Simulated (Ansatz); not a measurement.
Seebeck coefficient (μV/K, mean over directions) of n-type SnS2 (P-3m1) against carrier density, PBEsol+D3BJ with spin-orbit coupling, rigid bands (Ansatz, a quantum-chemistry and plane-wave program). Computed gap 0.95 eV; densities at which minority carriers matter at this gap, or further valleys turn the trend, are left out. Conductivity mass 0.34 mₑ (harmonic mean over directions), N_c = 3.4e19 cm⁻³ at 300 K.

```json
[
 {"electron density": "1e17 cm⁻³", "300 K": "-716", "500 K": "-784"},
 {"electron density": "1e18 cm⁻³", "300 K": "-518", "500 K": "-585"},
 {"electron density": "3e18 cm⁻³", "300 K": "-424", "500 K": "-491"},
 {"electron density": "1e19 cm⁻³", "300 K": "-322", "500 K": "-388"},
 {"electron density": "3e19 cm⁻³", "300 K": "-232", "500 K": "___"},
 {"electron density": "1e20 cm⁻³", "300 K": "-142", "500 K": "-199"},
 {"electron density": "3e20 cm⁻³", "300 K": "-79", "500 K": "___"},
 {"electron density": "1e21 cm⁻³", "300 K": "-38", "500 K": "___"}
]
```

Question: Fill in the missing entries.

Answer: 
- 3e19 cm⁻³, 500 K: -295
- 3e20 cm⁻³, 500 K: -123
- 1e21 cm⁻³, 500 K: -62

Rigid bands with a gap fixed in temperature, one relaxation time for all states, no polarons or phonon drag, and whether or not such doping can be reached. Geometry: cell and atoms relaxed with PBEsol+D3(BJ).

PBEsol with a dispersion correction tends to overbind, so the cell can be several per cent short, in bad cases over ten, which usually narrows a gap: SnS2 (P-3m1).
